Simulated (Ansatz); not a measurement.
A calculation on MoS2 (R3m, No. 160, 3 atoms in the cell; start mp-1434; a measured phase of this formula has another space group) returned lattice constant a 3.185 Å, lattice parameter c 19.496 Å, equilibrium volume per atom 19.03 Å³/atom.

Task: Which level of theory produced these numbers?
A) PBE-D3(BJ) (Ansatz (a first-principles code))
B) r²SCAN (Ansatz)
C) HSE06 (Ansatz)
D) r²SCAN+rVV10 (Ansatz)

Result: B, r²SCAN (Ansatz)

The others give: r²SCAN+rVV10 3.175 Å, 18.569 Å, 18.02 Å³/atom; HSE06 3.150 Å, 21.710 Å, 20.73 Å³/atom; PBE-D3(BJ) 3.153 Å, 17.993 Å, 17.21 Å³/atom.

Unless a cell is named, each level is at its own relaxed cell (HSE06 20.73, PBE-D3(BJ) 17.21, r²SCAN 19.03, r²SCAN+rVV10 18.02 Å³/atom).

The crystal itself was run without spin with r²SCAN+rVV10, HSE06, PBE-D3(BJ), r²SCAN; a magnetic state was not tried in these runs.

Caveats: the relaxation could not lower the start's symmetry, so the cell can be a saddle point above a distorted one (r²SCAN+rVV10, HSE06, PBE-D3(BJ), r²SCAN). Ansatz's density-functional and Hartree–Fock values are scalar-relativistic unless marked +SOC, with PAW data made under PBE.

A start named mp-… is a Materials Project structure, which need not be a measured phase.
